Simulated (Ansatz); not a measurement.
Band structure of TePd₃ (I4/mmm, 4 atoms in the cell).

```
TePd3
1.0
   -2.20553     2.20553     3.26346
    2.20553    -2.20553     3.26346
    2.20553     2.20553    -3.26346
Te Pd
1 3
Cartesian
  0.00000   0.00000   0.00000
  0.00000   2.20553   1.63173
  2.20553   0.00000   1.63173
  0.00000   0.00000   3.26346
```

Method of the run: LDA (PW92), PAW files made with PBE (plane waves; Ansatz, a first-principles code).

Settings: basis.ecutwfc = 420 eV; kpoints.mp_grid.grid = 9 9 9; hamiltonian.xc = lda; hamiltonian.pseudopotentials = {kind: paw} (the program's default PAW files); scf.occupations.method = gaussian; scf.occupations.width = 0.2 eV; kpoints.band_path.npoints = 8.

The starting cell comes from a database of computed structures (which also holds hypothetical and non-ambient phases and stackings), without a prior relaxation at this level. Its lattice was rescaled by a random factor within 2.5 % of one. Spin-orbit coupling is off. Spin polarisation is off.

Levels in eV from the Fermi level, bands 33 to 40:
| point | 33 | 34 | 35 | 36 | 37 | 38 | 39 | 40 |
|---|---|---|---|---|---|---|---|---|
| Γ | -1.29 | -1.16 | 0.93 | 1.28 | 1.28 | 5.14 | 5.14 | 5.24 |
| X | -1.41 | -1.14 | -1.02 | -0.95 | 1.71 | 3.74 | 7.14 | 8.20 |
| Y | -1.54 | -1.36 | -0.93 | -0.76 | 3.76 | 5.07 | 5.33 | 5.97 |
| S | -1.32 | -0.96 | -0.96 | -0.64 | 2.46 | 5.49 | 5.90 | 7.00 |
| Z | -1.43 | -1.32 | -0.97 | -0.97 | 1.96 | 4.16 | 6.64 | 8.37 |
| S1 | -1.32 | -0.96 | -0.96 | -0.64 | 2.46 | 5.49 | 5.90 | 7.00 |
| N | -1.37 | -1.20 | 0.57 | 1.51 | 1.63 | 3.94 | 4.28 | 5.26 |
| P | -1.75 | -0.97 | -0.97 | -0.79 | 3.59 | 4.48 | 5.47 | 5.47 |
| Y1 | -1.54 | -1.36 | -0.93 | -0.76 | 3.76 | 5.07 | 5.33 | 5.97 |

Bands cross the Fermi level along this path, so the cell is metallic at this level.

Keys are those of Ansatz 0.2.
